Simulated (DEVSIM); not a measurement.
System: abrupt CdTe p-n junction, at 300 K.

Layer 1 from the left is CdTe, thickness (μm) 0.820, Na (cm⁻³) 1.5e16, τn (s) 7.2e-8, τp (s) 7.2e-8. Layer 2 from the left is CdTe, thickness (μm) 3.30, Nd (cm⁻³) 4.4e16, τn (s) 7.2e-8, τp (s) 7.2e-8.

Left contact: ohmic. Right contact: ohmic. Voltage is applied to the left contact. Recombination: SRH at mid-gap, radiative, Auger. Mobility is constant in doping.

Constants are typed, rounded textbook-type inputs, not results; the design itself was drawn at random and stands for no fabricated device. Values at 300 K.

CdTe: gap (eV) 1.5, affinity (eV) 4.28, permittivity 10.2, Nc (cm⁻³) 8e17, Nv (cm⁻³) 1.8e19, μn (cm²/Vs) 1000, μp (cm²/Vs) 80, B (cm³/s) 1e-10, Cn (cm⁶/s) 1e-30, Cp (cm⁶/s) 1e-30.

Simulated with DEVSIM: 1D drift-diffusion, Boltzmann statistics, complete ionisation; no tunnelling, impact ionisation, image-force lowering or self-heating.

Dark forward current:

```csv
|V| (V),|J| (A/cm²)
0.05,2.906e-12
0.10,1.010e-11
0.15,2.921e-11
0.20,8.070e-11
0.25,2.200e-10
0.30,5.975e-10
0.35,1.624e-9
0.40,4.426e-9
0.45,1.214e-8
0.50,3.377e-8
0.55,9.667e-8
0.60,2.943e-7
0.65,1.007e-6
0.70,4.120e-6
0.75,2.051e-5
0.80,0.0001188
0.85,0.0007509
0.90,0.004949
0.95,0.03320
1.00,0.2241
1.05,1.510
1.10,9.967
1.15,59.26
1.20,252.5
1.25,682.2
1.30,1347
```

Problem. Work out the local ideality factor n = ΔV / (kT/q · ln(J2/J1)) between the rows 0.15 and 0.20 V, 0.95 and 1.00 V, 1.25 and 1.30 V.

Solution. kT/q = 25.85 mV. From 0.15 to 0.20 V: ln(8.070e-11/2.921e-11) = 1.016, n = 1.90, near the 2 of recombination in the depletion region. From 0.95 to 1.00 V: ln(0.2241/0.03320) = 1.910, n = 1.01, near the 1 of diffusion or emission over a barrier. From 1.25 to 1.30 V: ln(1347/682.2) = 0.680, n = 2.84.

Problem. Estimate the current at 0.95 V from the Shockley equation with J0 = Σ q ni² D/(N L) coth(W/L), τ joining the SRH, radiative and Auger lifetimes that are on, and W taken as the whole layer.

Solution. ni² = 9.07e11 cm⁻⁶; electrons in the p layer: μ = 1000 cm²/Vs, D = 25.9 cm²/s, τ = 6.50e-8 s, L = 13.0 μm, W/L = 0.063, term 3.06e-18 A/cm²; holes in the n layer: μ = 80.0 cm²/Vs, D = 2.07 cm²/s, τ = 5.47e-8 s, L = 3.36 μm, W/L = 0.98, term 2.69e-20 A/cm². J0 = 3.08e-18 A/cm², and J = J0 exp(qV/kT) = 0.0282 A/cm². The simulation gives 0.0332 A/cm²; the estimate lies 15 % below. The estimate leaves out recombination in the depletion region and that region's share of W.
